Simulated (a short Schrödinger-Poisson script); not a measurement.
Stack: MOS inversion layer, SiO2 on p-type Si(100), at 300 K.

From the gate side: 1.4 nm SiO2; 230 nm Si, acceptors 3.4e18 cm⁻³.

The device is made up for the run: typed textbook-type constants, with dimensions and the other settings drawn at random. SiO2: permittivity 3.9, conduction-band edge (eV) 3.15, gap (eV) 9, electron mass (mₑ) 0.5. Si: permittivity 11.7, conduction-band edge (eV) 0, gap (eV) 1.124, Nv at 300 K (cm⁻³) 3.1e19.

Channel valleys (confinement mass, in-plane density-of-states mass, number): Δ2 0.916, 0.19, 2; Δ4 0.19, 0.417, 4. At the gate the conduction-band edge of layer 1 lies 3.72 eV − eVg above the Fermi level of the channel; the field vanishes at the back. Gaps are held at their typed values at every temperature. Mesh 0.03 nm at interfaces.

From a short Schrödinger-Poisson script (our own, NumPy): 1D Poisson equation in equilibrium, electrons quantum, Hartree (BenDaniel-Duke, 12 states a valley, the channel's in-plane mass for all, wave functions free to enter the dielectric), parabolic valleys, classical holes, full ionisation, no traps, pinning or gate leakage.

```tsv
Vg (V)	electrons (cm⁻²)	C (μF/cm²)	Δ2 E0 (meV from the Fermi level)	Δ4 E0 (meV from the Fermi level)
0.95	1.24e9	0.443	213.5	298.9
1	5.50e9	0.452	174.9	261.4
1.05	2.37e10	0.510	136.9	224.5
1.1	9.16e10	0.708	101.7	190.3
1.15	2.72e11	1.05	73.0	162.7
1.2	5.86e11	1.35	52.2	142.9
1.25	9.99e11	1.55	37.3	129.0
1.3	1.47e12	1.67	25.9	118.7
1.35	1.99e12	1.75	16.8	110.5
1.4	2.52e12	1.80	9.1	103.8
1.45	3.08e12	1.84	2.3	98.1
1.5	3.65e12	1.87	-3.6	93.1
1.55	4.23e12	1.90	-9.1	88.6
1.6	4.82e12	1.92	-14.1	84.5
1.65	5.41e12	1.93	-18.8	80.8
1.7	6.01e12	1.95	-23.3	77.3
```

Gate voltages with under 1e9 electrons/cm² are left out.

At Vg = 1.7 V the lowest Δ2 subband lies at -23.3 meV from the Fermi level. How many electrons does it hold, and what share of all?

The two-dimensional density of states is g m/(πħ²) = 1.59e11 cm⁻² meV⁻¹ (both spins), kT = 25.9 meV, so n = D kT ln(1 + exp(−E/kT)) = 5.09e12 cm⁻², 0.85 of the 6.01e12 cm⁻² in all.

Compare the slope of the sheet density between 1.6 and 1.7 V with the geometric capacitance of the layers between gate and channel.

q Δn/ΔV = 1.91 μF/cm²; ε0/Σ(t/ε) = 2.47 μF/cm². The ratio is 0.77: the channel acts as a further capacitance in series.
